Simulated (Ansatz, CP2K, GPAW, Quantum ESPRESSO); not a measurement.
# One structure in several programs: Ag3As (P6_3/mmc, 8 atoms in the cell)

Self-consistent single point.

```
Ag3As
1.0
    5.94004     0.00000     0.00000
   -2.97002     5.14423     0.00000
    0.00000     0.00000     4.80041
Ag As
6 2
Direct
  0.33321   0.16661   0.75000
  0.66679   0.83339   0.25000
  0.16661   0.33321   0.25000
  0.83339   0.66679   0.75000
  0.83339   0.16661   0.75000
  0.16661   0.83339   0.25000
  0.66667   0.33333   0.25000
  0.33333   0.66667   0.75000
```

Shared settings, as Ansatz (a first-principles code) writes them: kpoints.mp_grid.grid = 4 4 4; scf.occupations.method = fermi_dirac; scf.occupations.width = 0.1 eV. Potentials and cutoffs stand in the table.

```json
[
 {"code": "Ansatz", "model": "PBEsol, PAW files made with PBE", "pressure (GPa)": "-6.67", "largest force (eV/Å)": "0.068", "cutoff": "default"},
 {"code": "Quantum ESPRESSO", "model": "PBEsol, SSSP 1.1.2 efficiency (PBE) pseudopotentials", "pressure (GPa)": "-6.79", "largest force (eV/Å)": "0.076", "cutoff": "60 Ry"},
 {"code": "GPAW", "model": "PBEsol, GPAW PAW datasets PBEsol (made by gpaw-setup)", "pressure (GPa)": "-6.50", "largest force (eV/Å)": "0.071", "cutoff": "600 eV"},
 {"code": "CP2K", "model": "PBEsol, GPW, DZVP-MOLOPT-SR-GTH basis, GTH-PBE potentials (GTH_POTENTIALS)", "pressure (GPa)": "-4.98", "largest force (eV/Å)": "0.071", "cutoff": "grid 500 Ry"}
]
```

No clean gap comes from Ansatz, Quantum ESPRESSO, GPAW and CP2K: levels at the Fermi energy touch, overlap or are partly filled at this smearing.

The spread over the programs that give each value: pressure within 1.81 GPa; largest force within 0.008 eV/Å.

CP2K uses small atom-centred bases, whose incompleteness enters pressures, forces and empty levels differently from a plane-wave cutoff. Ansatz's pressure is given at a fixed set of plane waves, as the other plane-wave codes print theirs; with its correction for the finite basis it is -6.61 GPa. In the pressure, CP2K (by 1.69) lies more than 1 GPa from the median of the plane-wave programs.

The starting cell comes from a database of computed structures (which also holds hypothetical and non-ambient phases and stackings), without a prior relaxation at this level.

Left out of this page: Elk and FLEUR (not drawn, or without a comparable value).

Keys are those of Ansatz 0.2.
